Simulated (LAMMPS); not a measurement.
Al (fcc) at 1310 K and zero pressure, started from the melt, with several potentials, in cells of their own sizes.

Interatomic potentials used:
- EAM-type AlCu.adp: classical MD, pair style adp, file AlCu.adp (LAMMPS); Apostol and Mishin, Phys Rev B 83, 054116 (2011)
- EAM-type AlCu.eam.alloy: classical MD, pair style eam/alloy, file AlCu.eam.alloy (LAMMPS); Cai and Ye, Phys Rev B, 54, 8398-8410 (1996)
- EAM-type AlFe_mm.eam.fs: classical MD, pair style eam/fs, file AlFe_mm.eam.fs (LAMMPS); Mendelev, Srolovitz, Ackland and Han, J Mater Res 20, 208-218 (2005)
- EAM-type Al_jnp.eam: classical MD, pair style eam, file Al_jnp.eam (LAMMPS); Jacobsen, Norskov and Puska, Phys Rev B, 35, 7423 (1987)
- EAM-type Al_mm.eam.fs: classical MD, pair style eam/fs, file Al_mm.eam.fs (LAMMPS)
- EAM-type Al_zhou.eam.alloy: classical MD, pair style eam/alloy, file Al_zhou.eam.alloy (LAMMPS); Zhou et al, Acta Mater, 49, 4005 (2001)
- EAM-type NiAlH_jea.eam.alloy: classical MD, pair style eam/alloy, file NiAlH_jea.eam.alloy (LAMMPS); Moody and Baskes, Modell Sim Mater Sci Eng, 3, 289-307 (1995)
- MEAM AlSiMgCuFe.meam: classical MD, pair style meam, file AlSiMgCuFe.meam (LAMMPS); Jelinek, Groh, Horstemeyer, Houze, Kim, Wagner, Moitra and Baskes, Phys Rev B, 85, 245102 (2012)
- MEAM MoCoNiVFeAlCr_2nn.meam: classical MD, pair style meam, file MoCoNiVFeAlCr_2nn.meam (LAMMPS); Wang, J., Kwon, H., Kim, H.S. et al. A neural network model for high entropy alloy design. npj Comput Mater 9, 60 (2023).
- bond-order AlCu.bop.table: classical MD, pair style bop, file AlCu.bop.table (LAMMPS); Zhou, Ward, and Foster, Phys. Chem. Chem. Phys., under consideration

```
potential                      state                  volume  first peak of g(r)       coordination number  self-diffusion coefficient of Al (not corrected for cell size)          viscosity  mean phonon frequency  rough cost (ms per atom and simulated ps)
----------------------------  ------  ----------------------  ------------------  ------------------------  --------------------------------------------------------------  -----------------  ---------------------  -----------------------------------------
bond-order AlCu.bop.table     liquid  16.991 ± 0.006 Å³/atom  2.75 Å, height 2.3  12.3 (counted to 3.66 Å)                                       (8.9 ± 0.2) × 10^-5 cm²/s                  -                5.0 THz                                   10 to 30
EAM-type AlCu.adp             liquid  19.072 ± 0.004 Å³/atom  2.79 Å, height 2.7  12.1 (counted to 3.82 Å)                                       (7.3 ± 0.1) × 10^-5 cm²/s    1.3 ± 0.1 mPa s                5.5 THz                                    3 to 10
EAM-type AlCu.eam.alloy       liquid    20.90 ± 0.01 Å³/atom  2.74 Å, height 2.3  12.5 (counted to 4.02 Å)                                     (1.64 ± 0.02) × 10^-4 cm²/s                  -                4.2 THz                                     1 to 3
EAM-type AlFe_mm.eam.fs       liquid      21.5 ± 0.1 Å³/atom  2.76 Å, height 2.7  11.4 (counted to 3.86 Å)                                     (1.14 ± 0.01) × 10^-4 cm²/s                  -                5.0 THz                                   0.3 to 1
EAM-type Al_jnp.eam           liquid  18.424 ± 0.002 Å³/atom  2.74 Å, height 2.5  13.1 (counted to 3.90 Å)                                       (8.0 ± 0.2) × 10^-5 cm²/s    1.5 ± 0.1 mPa s                5.2 THz                                   0.3 to 1
EAM-type Al_mm.eam.fs         liquid  19.501 ± 0.003 Å³/atom  2.77 Å, height 2.4  12.4 (counted to 3.90 Å)                                     (1.28 ± 0.02) × 10^-4 cm²/s                  -                4.4 THz                                   0.3 to 1
EAM-type Al_zhou.eam.alloy    liquid  19.894 ± 0.004 Å³/atom  2.77 Å, height 2.1  13.2 (counted to 4.02 Å)                                     (1.76 ± 0.03) × 10^-4 cm²/s                  -                4.0 THz                                     1 to 3
EAM-type NiAlH_jea.eam.alloy  liquid  20.008 ± 0.002 Å³/atom  2.71 Å, height 2.2  13.1 (counted to 4.02 Å)                                     (2.02 ± 0.03) × 10^-4 cm²/s  0.49 ± 0.03 mPa s                4.4 THz                                   0.3 to 1
MEAM AlSiMgCuFe.meam          liquid    19.46 ± 0.01 Å³/atom  2.74 Å, height 2.6  10.7 (counted to 3.70 Å)                                       (7.3 ± 0.2) × 10^-5 cm²/s                  -                5.7 THz                                    3 to 10
MEAM MoCoNiVFeAlCr_2nn.meam   liquid  19.832 ± 0.008 Å³/atom  2.74 Å, height 2.5  11.4 (counted to 3.78 Å)                                     (1.06 ± 0.03) × 10^-4 cm²/s  0.93 ± 0.09 mPa s                4.9 THz                                    3 to 10
```

Costs are rough: whole-run CPU time with set-up and analysis, from shared machines, in bands a factor of about three wide.

Caution (rows bond-order AlCu.bop.table; EAM-type Al_zhou.eam.alloy; EAM-type NiAlH_jea.eam.alloy; MEAM AlSiMgCuFe.meam): a run this short can hold a crystal over, or a liquid under, the potential's own melting point, which these runs don't give.

Caution: the potential EAM-type AlFe_mm.eam.fs is made for dilute Fe in Al.

Caution: the potential EAM-type NiAlH_jea.eam.alloy is made for Ni, Ni3Al and hydrogen in them.

States go by the mean squared displacement: a species diffuses where it passes 1.5 Å², still rises and gives D over 1e-6 cm²/s; a crystal has left its structure where atoms lie 0.35 Å off their sites on average or a cubic box changes its shape by 3 %, or the axial ratios of another lie 8 % off the starting cell's, which the potential's own relaxation can also do.

Errors of D are the spread over four groups of atoms in one short run; a floor of about 5 %, a picked value, is safer.

Errors shown are sampling errors alone.
